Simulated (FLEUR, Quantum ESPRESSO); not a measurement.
A Quantum ESPRESSO input for a self-consistent single point of NiO (Fm-3m, 4 atoms in the cell) (DFT, PBE, plane waves, PSlibrary PAW (PBE) pseudopotentials):

```fortran
&CONTROL
  calculation = 'scf',
  prefix = 'run',
  outdir = './tmp/',
  pseudo_dir = './',
  tprnfor = .true.,
  tstress = .true.,
/
&SYSTEM
  ibrav = 0,
  nat = 4,
  ntyp = 3,
  ecutwfc = 55,
  ecutrho = 330,
  occupations = 'smearing',
  smearing = 'fermi-dirac',
  degauss = 0.0036749,
  nspin = 2,
  starting_magnetization(1) = 0.200,
  starting_magnetization(2) = -0.200,
/
&ELECTRONS
  conv_thr = 1.0d-10,
  mixing_beta = 0.3,
/
ATOMIC_SPECIES
Ni1   58.6934  Ni.pbe-n-kjpaw_psl.1.0.0.UPF
Ni2   58.6934  Ni.pbe-n-kjpaw_psl.1.0.0.UPF
O     15.9990  O.pbe-n-kjpaw_psl.0.1.UPF
ATOMIC_POSITIONS {angstrom}
Ni1   0.000000000    0.000000000    0.000000000
Ni2   4.281574000    4.281574000    4.281574000
O     2.140787000    2.140787000    2.140787000
O     6.422361000    6.422361000    6.422361000
K_POINTS {automatic}
7 7 7  0 0 0
CELL_PARAMETERS {angstrom}
   4.281574000     2.140787000     2.140787000
   2.140787000     4.281574000     2.140787000
   2.140787000     2.140787000     4.281574000
```

### Question
Translate this input to FLEUR.

### Answer
This is the input that was run; spellings and numerical settings could be chosen otherwise.

Input of the input generator:

```
NiO crystal
&input film=f /
4.2815740000 2.1407870000 2.1407870000
2.1407870000 4.2815740000 2.1407870000
2.1407870000 2.1407870000 4.2815740000
1.8897261246
1.0 1.0 1.0

4
28 0.0000000000 0.0000000000 0.0000000000 : 2.00
28 0.5000000000 0.5000000000 0.5000000000 : -2.00
8 0.2500000000 0.2500000000 0.2500000000 : 0.00
8 0.7500000000 0.7500000000 0.7500000000 : 0.00

&comp jspins=2 /
&kpt div1=7 div2=7 div3=7 /
&end /
```

```xml
<?xml version="1.0" encoding="UTF-8" standalone="no"?>
<fleurInput fleurInputVersion="0.39">
   <comment>
      NiO crystal                                                                                         
   </comment>
   <calculationSetup>
      <cutoffs Kmax="4.5" Gmax="18.0" GmaxXC="18.0" numbands="0"/>
      <scfLoop itmax="60" minDistance="0.00001" maxIterBroyd="40" imix="Anderson" alpha="0.05" precondParam="0.0" spinf="2.0"/>
      <coreElectrons ctail="T" frcor="F" kcrel="0" coretail_lmax="0"/>
      <xcFunctional name="pbe" relativisticCorrections="F"/>
      <magnetism jspins="2"/>
      <soc l_soc="F" theta="0.0" phi="0.0" spav="F"/>
      <expertModes spex="0" secvar="F"/>
      <geometryOptimization l_f="T" forcealpha="1.0" forcemix="BFGS" epsdisp="0.00001" epsforce="0.00001"/>
      <ldaU l_linMix="F" mixParam="0.05" spinf="1.0"/>
   </calculationSetup>
   <cell>
      <bzIntegration valenceElectrons="44.0" mode="hist" fermiSmearingEnergy="0.00183747">
         <kPointListSelection listName="default-1"/>
         <!-- k-points included here -->
         <xi:include xmlns:xi="http://www.w3.org/2001/XInclude" href="kpts.xml"> </xi:include>
      </bzIntegration>
      <!-- symmetry operations included here -->
      <xi:include xmlns:xi="http://www.w3.org/2001/XInclude" href="sym.xml"> </xi:include>
      <bulkLattice scale="1.0">
         <bravaisMatrix>
            <row-1>    8.0910022422081198     4.0455011211040599     4.0455011211040599</row-1>
            <row-2>    4.0455011211040599     8.0910022422081198     4.0455011211040599</row-2>
            <row-3>    4.0455011211040599     4.0455011211040599     8.0910022422081198</row-3>
         </bravaisMatrix>
      </bulkLattice>
   </cell>
   <atomSpecies>
      <species name="Nickel (Ni2.000" element="Ni" atomicNumber="28">
         <mtSphere radius="2.36" gridPoints="833" logIncrement="0.015"/>
         <atomicCutoffs lmax="10" lnonsphr="8"/>
         <electronConfig flipSpins="F">
            <coreConfig>(1s1/2) (2s1/2) (2p1/2) (2p3/2) (3s1/2)</coreConfig>
            <valenceConfig>(3p1/2) (3p3/2) (4s1/2) (3d3/2) (3d5/2)</valenceConfig>
            <stateOccupation state="(3d3/2)" spinUp="2.0" spinDown="1.2"/>
            <stateOccupation state="(3d5/2)" spinUp="3.0" spinDown="1.8"/>
         </electronConfig>
         <energyParameters s="4" p="4" d="3" f="4"/>
         <lo type="SCLO" l="1" n="3" eDeriv="0"/>
      </species>
      <species name="Nickel (Ni-2.000" element="Ni" atomicNumber="28">
         <mtSphere radius="2.36" gridPoints="833" logIncrement="0.015"/>
         <atomicCutoffs lmax="10" lnonsphr="8"/>
         <electronConfig flipSpins="F">
            <coreConfig>(1s1/2) (2s1/2) (2p1/2) (2p3/2) (3s1/2)</coreConfig>
            <valenceConfig>(3p1/2) (3p3/2) (4s1/2) (3d3/2) (3d5/2)</valenceConfig>
            <stateOccupation state="(3d3/2)" spinUp="1.2" spinDown="2.0"/>
            <stateOccupation state="(3d5/2)" spinUp="1.8" spinDown="3.0"/>
         </electronConfig>
         <energyParameters s="4" p="4" d="3" f="4"/>
         <lo type="SCLO" l="1" n="3" eDeriv="0"/>
      </species>
      <species name="Oxygen (O)" element="O" atomicNumber="8">
         <mtSphere radius="1.33" gridPoints="471" logIncrement="0.022"/>
         <atomicCutoffs lmax="6" lnonsphr="4"/>
         <electronConfig flipSpins="F">
            <coreConfig>(1s1/2)</coreConfig>
            <valenceConfig>(2s1/2) (2p1/2) (2p3/2)</valenceConfig>
            <stateOccupation state="(2p1/2)" spinUp="0.6666666667" spinDown="0.6666666667"/>
            <stateOccupation state="(2p3/2)" spinUp="1.333333333" spinDown="1.333333333"/>
         </electronConfig>
         <energyParameters s="2" p="2" d="3" f="4"/>
      </species>
   </atomSpecies>
   <atomGroups>
      <atomGroup species="Nickel (Ni2.000">
         <relPos label="                   1">.0000000000 .0000000000 .0000000000</relPos>
         <force calculate="T" relaxXYZ="TTT"/>
      </atomGroup>
      <atomGroup species="Nickel (Ni-2.000">
         <relPos label="                   2">1.000/2.000 1.000/2.000 1.000/2.000</relPos>
         <force calculate="T" relaxXYZ="TTT"/>
      </atomGroup>
      <atomGroup species="Oxygen (O)">
         <relPos label="                   3">1.000/4.000 1.000/4.000 1.000/4.000</relPos>
         <relPos label="                   4">-1.000/4.000 -1.000/4.000 -1.000/4.000</relPos>
         <force calculate="T" relaxXYZ="TTT"/>
      </atomGroup>
   </atomGroups>
   <output dos="F" band="F" slice="F">
      <checks vchk="F" cdinf="F"/>
      <bandDOS minEnergy="-.5*Htr" maxEnergy="0.5*Htr" sigma="0.015" storeEVData="T"/>
      <vacuumDOS vacdos="F" integ="F" star="F" nstars="0" locx1="0.0" locy1="0.0" locx2="0.0" locy2="0.0" nstm="0" tworkf="0.0"/>
      <unfoldingBand unfoldBand="F" supercellX="1" supercellY="1" supercellZ="1"/>
      <plotting iplot="0" polar="F">
         <plot TwoD="T" vec1="  1.0  0.0  0.0" vec2="  0.0  1.0  0.0" vec3="  0.0  0.0  1.0" zero="  0.0  0.0  0.0" file="plot"/>
      </plotting>
      <chargeDensitySlicing numkpt="0" minEigenval="0.0" maxEigenval="0.0" nnne="0" pallst="F"/>
      <specialOutput eonly="F"/>
      <magneticCircularDichroism mcd="F" energyLo="-10.0" energyUp="0.0"/>
   </output>
  <!-- We include the file relax.xml here to enable relaxations (see documentation) -->
  <xi:include xmlns:xi="http://www.w3.org/2001/XInclude" href="relax.xml"> <xi:fallback/> </xi:include>
</fleurInput>
```

Basis settings and potentials, where a program has them, do not carry over. This input uses DFT, PBE, all-electron FLAPW (FLEUR), scalar-relativistic valence. Both were run: gap on the mesh 1.041 eV in Quantum ESPRESSO and 1.028 in FLEUR; size of the net moment 0.00 μB/atom in Quantum ESPRESSO and 0.00 in FLEUR.

On FLEUR: the starting cell has typed, rounded lattice constants, without a prior relaxation at this level. Its lattice was rescaled by a random factor within 2.5 % of one. The magnetic order is the one reached from the typed start; others were not searched systematically. Values depend on the basis (sphere radii, cutoffs, local orbitals), which need not be converged.

On Quantum ESPRESSO: the starting cell has typed, rounded lattice constants, without a prior relaxation at this level. Its lattice was rescaled by a random factor within 2.5 % of one. The magnetic order is the one reached from the typed start; others were not searched systematically. With a pressure of about -10 GPa the cell is away from its equilibrium volume at this level.
